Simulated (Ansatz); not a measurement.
The starting structures come from a database of crystals and need not be the phases stable at ambient conditions.

 Where the default PAW files enter, the runs use the earlier of Ansatz's two default sets.

Input:

```xyz
4
Lattice="4.6136 0.0000 0.0000 0.0000 4.6136 0.0000 0.0000 0.0000 6.4905" Properties=species:S:1:pos:R:3 pbc="T T T"
Mg     2.3068     2.3068     3.2452
Cd     0.0000     0.0000     0.0000
Te     0.0000     2.3068     1.6580
Te     2.3068     0.0000     4.8325
```

Space group of this cell: P-4m2. The cell is taken as given; by PBEsol its mean pressure is -0.9 GPa.

The current runs along the normal of the first two printed vectors, the (001) plane. All runs by Ansatz (an electronic-structure program), plane waves and PAW, without spin-orbit coupling; the base is PBEsol.

| run | mean pressure (GPa) | gap (eV) | mid-gap κ (1/Å) |
|---|---|---|---|
| base | -0.9 | 1.35 | 0.107 |
| all lengths scaled by 0.98 | 1.6 | [?] | [?] |
| all lengths scaled by 1.02 | -2.7 | [?] | [?] |
| lda in place of pbesol | -2.2 | 1.22 | 0.098 |
| lengths across the current scaled by 0.98, ions clamped | 0.7 | 1.46 | 0.117 |
| lengths across the current scaled by 1.02, ions clamped | -2.1 | [?] | [?] |
| lengths along the current scaled by 0.97, ions clamped | 0.2 | 1.43 | 0.111 |
| lengths along the current scaled by 1.03, ions clamped | -1.8 | 1.22 | 0.102 |

Q: Fill in the missing entries.

A: 
- all lengths scaled by 0.98, gap (eV): 1.55
- all lengths scaled by 0.98, mid-gap κ (1/Å): 0.121
- all lengths scaled by 1.02, gap (eV): 1.15
- all lengths scaled by 1.02, mid-gap κ (1/Å): 0.094
- lengths across the current scaled by 1.02, ions clamped, gap (eV): 1.21
- lengths across the current scaled by 1.02, ions clamped, mid-gap κ (1/Å): 0.097
